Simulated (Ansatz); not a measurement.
**Sc, pressure series**

The parent structure is Sc in the hcp (Mg type) structure (space group P6_3/mmc, No. 194; a = 3.319 Å, c = 5.166 Å).

Cell and atoms are relaxed at each pressure.

All numbers come from Ansatz (a program for electronic structure) PBE, no SOC.

| P (GPa) | V (Å³/atom) |
|---|---|
| -2.00 | 25.641 |
| -1.01 | 25.124 |
| 0.89 | 24.255 |
| 2.10 | 23.766 |
| 4.50 | 22.902 |
| 9.00 | 21.570 |
| 15.00 | 20.182 |
| 22.50 | 18.826 |
| 30.00 | 17.719 |

Fit a third-order Birch–Murnaghan equation of state.

Least squares on P(V) = (3B₀/2)[(V₀/V)^(7/3) − (V₀/V)^(5/3)]·[1 + (3/4)(B₀′ − 4)((V₀/V)^(2/3) − 1)] gives V₀ = 24.65 Å³/atom, B₀ = 55 GPa and B₀′ = 3.2.

Load acts through the strain it causes; cell and atoms are relaxed under it. No phonon test of stability was made. Competing high-pressure phases were not computed. The final runs are not spin-polarised.
